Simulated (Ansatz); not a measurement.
How the equilibrium lattice constant a of WRu (model structure, started from the CuAu type, P4/mmm, No. 123, 2 atoms in the cell) moves with the method

No measured value is used here.

```tsv
level (code)	value (Å)
LDA (Ansatz)	2.750
PBEsol (Ansatz)	2.769
r²SCAN (Ansatz)	2.785
```

Density-functional levels without +SOC have no spin–orbit coupling. LDA, PBEsol, r²SCAN: the run has no spin polarisation, so it can have missed a magnetic state. Cutoffs differ between the levels. Ansatz's density-functional and Hartree–Fock values are scalar-relativistic unless marked +SOC, with PAW data made under PBE.

A model structure was made by putting elements into a prototype or built by hand; it is no filed structure, need not be a known phase, and can be a saddle point held by its symmetry.

Ansatz is a quantum-chemistry and plane-wave program.
